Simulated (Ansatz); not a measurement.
Take SrZrO$_{3}$ (space group P4mm, No. 99; a = 4.111 Å, c = 4.192 Å; a cell from a computed database, its experimental status unchecked) as the base.

Levels (all Ansatz, a program for electronic structure, PAW): PBEsol (420 eV, scalar-relativistic without spin-orbit coupling); HSE06 (420 eV, spin-orbit coupling left out).

The geometry is relaxed with PBEsol.

PBEsol lowest conduction level above the VBM at special points: Γ 3.35 eV; Z 3.72 eV; X 4.23 eV

Task: Predict the lowest conduction level above the VBM at special points from HSE06.

Result: The lowest conduction level above the VBM at special points becomes Γ 4.96 eV; Z 5.35 eV; X 5.85 eV (PBEsol: Γ 3.35 eV; Z 3.72 eV; X 4.23 eV).

Single points use the geometry relaxed with PBEsol. HSE06 gaps are upper bounds (no full band path). The levels and masses belong to the bands next to the band gap. Whether these cells are dynamically stable was not tested.
